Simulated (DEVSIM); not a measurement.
Structure: Schottky contact on n-type β-Ga2O3, at 300 K.

Layer 1 from the left is β-Ga2O3, thickness (μm) 3.00, Nd (cm⁻³) 2.8e17, τn (s) 3.9e-10, τp (s) 3.9e-10.

Left contact: Schottky, work function 4.79 eV, emission velocity 6.4e6 cm/s. Right contact: ohmic. Voltage is applied to the left contact. Recombination: SRH at mid-gap, Auger. Mobility is μmin + (μ − μmin)/(1 + (N/Nref)^α).

Constants are typed, rounded textbook-type inputs, not results; the design itself was drawn at random and stands for no fabricated device. Values at 300 K.

β-Ga2O3: gap (eV) 4.8, affinity (eV) 4, permittivity 10, Nc (cm⁻³) 3.7e18, Nv (cm⁻³) 5e20, μn (cm²/Vs) 160, μp (cm²/Vs) 1, μn,min 20, μp,min 0.1, Nref,n 1e18, Nref,p 1e18, αn 0.8, αp 0.8, Cn (cm⁶/s) 1e-31, Cp (cm⁶/s) 1e-31.

Simulated with DEVSIM: 1D drift-diffusion, Boltzmann statistics, complete ionisation; no tunnelling, impact ionisation, image-force lowering or self-heating. Metal contacts follow the ideal Schottky-Mott rule: no Fermi-level pinning, no interface dipoles.

Dark forward current:

| |V| (V) | |J| (A/cm²) |
|---|---|
| 0.05 | 9.948e-7 |
| 0.10 | 7.819e-6 |
| 0.15 | 5.462e-5 |
| 0.20 | 0.0003752 |
| 0.25 | 0.002568 |
| 0.30 | 0.01753 |
| 0.35 | 0.1193 |
| 0.40 | 0.8081 |
| 0.45 | 5.395 |
| 0.50 | 33.95 |
| 0.55 | 169.2 |
| 0.60 | 527.4 |
| 0.65 | 1086 |
| 0.70 | 1762 |
| 0.75 | 2504 |

Q: Work out the local ideality factor n = ΔV / (kT/q · ln(J2/J1)) between the rows 0.15 and 0.20 V, 0.70 and 0.75 V.

A: kT/q = 25.85 mV. From 0.15 to 0.20 V: ln(0.0003752/5.462e-5) = 1.927, n = 1.00, near the 1 of diffusion or emission over a barrier. From 0.70 to 0.75 V: ln(2504/1762) = 0.351, n = 5.50; the layers' resistance at their doping, Σ W/(qμN) = 5.4e-5 Ω cm², would take 40 mV of this step of 50 mV.

Q: Estimate the current at 0.30 V for emission alone, J0 = q v N_band exp(−φB/kT), and read the barrier back from the simulated current.

A: φB = 0.790 eV, N_band = 3.70e18 cm⁻³, J0 = 2.03e-7 A/cm²; J = J0 (exp(qV/kT) − 1) = 0.0222 A/cm². The simulation gives 0.0175 A/cm²; the estimate lies 27 % above. Read backwards, the simulated current gives an apparent barrier of 0.796 eV. The estimate leaves out transport through the depletion region and minority injection.
